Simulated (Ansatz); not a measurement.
The parent structure is Sb in the fcc (Cu type) structure (space group Fm-3m, No. 225; a = 4.714 Å; relaxed with 0.1 eV smearing). Axes: x, y, z lie along the cube axes.

The change: biaxial strain −1.04 %, plane normal [001], relaxed out of plane (Cartesian); in-plane vectors clamped, the third vector and the atoms free.

Levels (all Ansatz, an electronic-structure program, PAW): PBEsol (420 eV, no spin-orbit coupling); PBEsol+SOC (420 eV, noncollinear with spin-orbit coupling).

The geometry is relaxed with PBEsol.

| Item | Result |
|---|---|
| PBEsol pressure | -0.4 GPa |

With PBEsol+SOC at the same geometry, the pressure increases by 0.2 GPa (-0.4 GPa → -0.2 GPa).

Single points use the geometry relaxed with PBEsol. Differences between runs with and without spin-orbit coupling are approximate. Stability against distortions was not tested. Under biaxial strain −1.04 %, plane normal [001], relaxed out of plane the cell ends below the base's energy or with stress of the wrong sign: the atoms slid into a distortion or the cell is elastically unstable, so the base is not a stable minimum at this level. This is not the structure that Sb has at room temperature and ambient pressure.
